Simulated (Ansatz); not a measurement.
Consider InAs in the zinc blende structure (space group F-43m, No. 216).

```xyz
2
Lattice="0.0000 3.0436 3.0436 3.0436 0.0000 3.0436 3.0436 3.0436 0.0000" Properties=species:S:1:pos:R:3 pbc="T T T"
In     0.0000     0.0000     0.0000
As     1.5218     1.5218     1.5218
```

Cartesian axes are those of the cell as printed.

Calculations: plane-wave PAW DFT at the PBEsol level (Ansatz, a quantum-chemistry and plane-wave program, 420 eV), without spin-orbit coupling.

For the base:

* **Pressure**: 0.0 GPa
* **Shortest interatomic distance**: 2.636 Å

Perturbation: biaxial strain −0.42 %, plane normal [111], relaxed out of plane (Cartesian); in-plane vectors clamped, the third vector and the atoms free.

Question: Estimate the effect on the pressure, energy relative to the base and shortest interatomic distance.

Answer: The pressure (mean of the normal stresses, compression positive) goes from zero to 0.3 GPa; the energy grows by 0.4 meV/atom; the shortest interatomic distance decreases by 0.006 Å, from 2.636 Å to 2.630 Å.

Stability against distortions was not tested. All final runs are without spin polarisation.
